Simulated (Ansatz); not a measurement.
## Effect of pressure 9 GPa on Pt

Take Pt in the fcc (Cu type) structure (space group Fm-3m, No. 225; a = 3.918 Å) as the base.

Now apply this change: cell and atoms relaxed at a pressure of 9 GPa.

Method: PBEsol/PAW in Ansatz (a program for electronic structure), no spin-orbit coupling. Settings: 20×20×20 k-points, 0.05 eV Fermi–Dirac smearing.

- Volume per atom = 14.61 Å³ (base 15.04 Å³)
- Density = 22.17 g/cm³ (base 21.54 g/cm³)
- Lattice parameter a = 3.881 Å (base 3.918 Å)
- Shortest interatomic distance = 2.744 Å (base 2.771 Å)
- Enthalpy H = E + PV relative to the base's energy = +0.83 eV/atom
- Band gap = zero (base zero)

Load acts through the strain it causes; cell and atoms are relaxed under it. No phonon test of stability was made. Competing high-pressure phases were not computed. All final runs are without spin polarisation.
